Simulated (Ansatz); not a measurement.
## Step by step: formation energy of C_i in Cu (fcc, Fm-3m)

We look at the formation energy of C_i in Cu (fcc, Fm-3m). Reaction: C (graphite) + 32 Cu (fcc) → cell A.

A: a supercell of 32 sites of Cu (fcc, Fm-3m) with C off the lattice sites (6 Cu at 1.90 Å); spin state with PBE: run without spin.

Ansatz (an electronic-structure program) with PAW potentials; structures come from PBE+D3(BJ) relaxations, nuclei static, no net charge. Ansatz runs with its default PAW set. Other levels take these structures. The lattices are those relaxed with PBE+D3(BJ), so at other levels the solids can be strained, which adds to the spread. Larger cells are relaxed from a start prepared with the learned potential CHGNet, on a coarser mesh till forces fall under 0.03 eV/Å, which some starts already meet. Mesh and cell size may move defect energies by 0.1 eV or more. Cell A has symmetry Pm-3m within 0.02 Å and got no random move, so less symmetric positions, which may lie lower, weren't tried.

Total energies of the cells in eV, at zero smearing width. They compare only within one column; the weights balance every element.

```json
[
 {"cell": "A: Cu:C_i", "atoms": "33", "weight": "+1", "PBE+D3(BJ)": "-212272.74482", "PBEsol": "-211084.76187"},
 {"cell": "C (graphite)", "atoms": "4", "weight": "−1/4", "PBE+D3(BJ)": "-1004.33912", "PBEsol": "-986.75221"},
 {"cell": "Cu (fcc)", "atoms": "32", "weight": "−1", "PBE+D3(BJ)": "-212024.55018", "PBEsol": "-210840.73636"}
]
```

PBE+D3(BJ): (-212272.74482) − 1/4 × (-1004.33912) − (-212024.55018) = 2.890 eV.

PBEsol: (-211084.76187) − 1/4 × (-986.75221) − (-210840.73636) = 2.663 eV.

What follows from the PBE+D3(BJ) value: With the reservoirs of the reaction as written, and without entropy terms or charged states, the share of sites that hold the defect in equilibrium is exp(−2.89 eV/k_BT) = 2.7×10^-15 at 1000 K.
